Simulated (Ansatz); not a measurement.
An Ansatz (a first-principles code) input (r2SCAN (Ansatz, PAW, no spin-orbit coupling)):

Ansatz 0.2 input:
```yaml
crystal:
  lattice:
    - [0, 3.1115588764, 3.1115588764]
    - [3.1115588764, 0, 3.1115588764]
    - [3.1115588764, 3.1115588764, 0]
  atoms:
    - { symbol: Se, position: [0, 0, 0] }
    - { symbol: Pb, position: [0.5, 0.5, 0.5] }
basis: { ecutwfc: 500, ecutrho_ratio: 4, xc_grid: 4, fft_grid_basis: typed }
kpoints: { mp_grid: { grid: [9, 9, 9] } }
hamiltonian:
  xc: r2scan
  dispersion: none
  pseudopotentials: { kind: paw }
scf: { occupations: { method: fermi_dirac, width: 0.05 }, convergence: { dr2_threshold: 0.0000000002 } }
relax: { f_tol: 0.005, max_steps: 50 }
output: { forces: true, stress: true }
checkpoint: { write: state.ck, write_every: 1000 }
```

**Question.** Which symmetry and how many k-points will the program report, and about how many plane waves at Γ?

**Answer.** Space group Fm-3m (ITA 225) with 48 operations, k-points 35 of 729, and 1471 plane waves at Γ.

**Question.** And the final pressure?

**Answer.** -1.08 GPa (compression positive).

The cells carry an imposed strain or load. No phonon test of stability was made. The cell was made from PbSe in the rock salt structure (space group Fm-3m, No. 225) by this change: isotropic strain +0.73 %.
